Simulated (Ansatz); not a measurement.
The decay constant κ of evanescent states in the gap governs leakage through a thin film.

Consider the following.

```xyz
12
Lattice="3.0766 0.0000 0.0000 -1.5383 2.6644 0.0000 0.0000 0.0000 15.0981" Properties=species:S:1:pos:R:3 pbc="T T T"
Si     0.0000     1.7763    12.5765
Si     1.5383     0.8881     5.0275
Si     1.5383     0.8881    10.0629
Si     0.0000     1.7763     2.5138
Si     0.0000     0.0000     7.5450
Si     0.0000     0.0000    15.0940
C      0.0000     0.0000    13.2013
C      0.0000     0.0000     5.6523
C      0.0000     1.7763    10.6894
C      1.5383     0.8881     3.1404
C      1.5383     0.8881     8.1759
C      0.0000     1.7763     0.6269
```

The cell is taken as given.

Transport runs along the normal of the first two printed cell vectors, the (001) plane of the conventional cell.

The gap is the functional's own, uncorrected, and κ follows it; spin-orbit coupling is left out. Mid-gap means the computed energy nearest the middle.

Q: Estimate the band gap and the smallest decay constant κ at mid-gap that r2SCAN (Ansatz, an electronic-structure program) returns for this system.

A: Gap 2.39 eV on a 12×12×2 mesh; κ = 0.226 1/Å, at the zone centre.
